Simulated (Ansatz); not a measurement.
Input:

```
CELL_PARAMETERS angstrom
      0.00000     2.18374     2.18374
      2.18374     0.00000     2.18374
      2.18374     2.18374     0.00000
ATOMIC_POSITIONS crystal
  N  0.75000 0.75000 0.75000
  Ga 0.00000 0.00000 0.00000
```

No spin polarisation.

Computed with r2SCAN/PAW in Ansatz (a quantum-chemistry and plane-wave program), no spin-orbit coupling. Settings: 13×13×13 k-points, 0.05 eV Fermi–Dirac smearing.

Predict the band gap, gap character and width of the top valence band.


```json
{
 "band_gap": "2.76 eV",
 "gap_character": "direct at Γ",
 "width_of_the_top_valence_band": "4.19 eV"
}
```

The cells carry an imposed strain or load. No phonon test of stability was made. The cell was made from GaN in the zinc blende structure (space group F-43m, No. 216) by this change: isotropic strain −2.90 %. This is not the structure that GaN has at room temperature and ambient pressure.
